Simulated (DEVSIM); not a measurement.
Structure: abrupt Si p-n junction, at 300 K.

Layer 1 from the left is Si, thickness (μm) 19.0, Na (cm⁻³) 3.9e17, τn (s) 2.5e-5, τp (s) 2.5e-5. Layer 2 from the left is Si, thickness (μm) 3.70, Nd (cm⁻³) 3.3e16, τn (s) 2.5e-5, τp (s) 2.5e-5.

Left contact: ohmic. Right contact: ohmic. Voltage is applied to the left contact. Recombination: SRH at mid-gap, radiative, Auger. Gap narrowing is on: ΔEg = 6.92 meV × (l + √(l² + 0.5)), l = ln(N/1.3e17 cm⁻³), shared equally by both band edges. Mobility is constant in doping.

This is a model device: material constants are rounded textbook-type values typed into the input, and sizes, dopings and lifetimes were drawn at random. Values at 300 K.

Si: gap (eV) 1.124, affinity (eV) 4.05, permittivity 11.7, Nc (cm⁻³) 2.86e19, Nv (cm⁻³) 3.1e19, μn (cm²/Vs) 1417, μp (cm²/Vs) 470, B (cm³/s) 4.7e-15, Cn (cm⁶/s) 2.8e-31, Cp (cm⁶/s) 9.9e-32.

Model (solved in DEVSIM): 1D drift-diffusion, Boltzmann statistics, complete ionisation; no tunnelling, impact ionisation, image-force lowering or self-heating.

Q: What does the simulation give for the potential step across the device at zero bias, the dark forward voltage at 1 A/cm²?

A: potential step across the device at zero bias 0.827 V; dark forward voltage at 1 A/cm² 0.635 V.
